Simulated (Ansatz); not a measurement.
Consider ScAl3 in the Cu3Au type structure (space group Pm-3m, No. 221; a = 4.1067 Å; relaxed with 0.1 eV smearing).

Computed with plane-wave PAW DFT at the PBE level (Ansatz, an electronic-structure program, 420 eV), without spin-orbit coupling.

Strains are applied to the cell and any free atomic positions relax.

One change was made to it. Results:

The pressure goes from zero to -4.1 GPa; the energy goes up by 13 meV/atom; the band gap is still zero.

Problem. What was done to the base?
(A) isotropic strain +2.40 %
(B) isotropic strain +3.00 %
(C) isotropic strain +1.20 %
(D) isotropic strain +1.80 %
(E) isotropic strain +0.60 %

Solution. D, isotropic strain +1.80 %. For comparison, the energy relative to the base in the other runs: isotropic strain +2.40 % gives +22 meV/atom; isotropic strain +3.00 % gives +34 meV/atom; isotropic strain +1.20 % gives +5.8 meV/atom; isotropic strain +0.60 % gives +1.5 meV/atom.

Stability against distortions was not tested. The final runs are not spin-polarised.
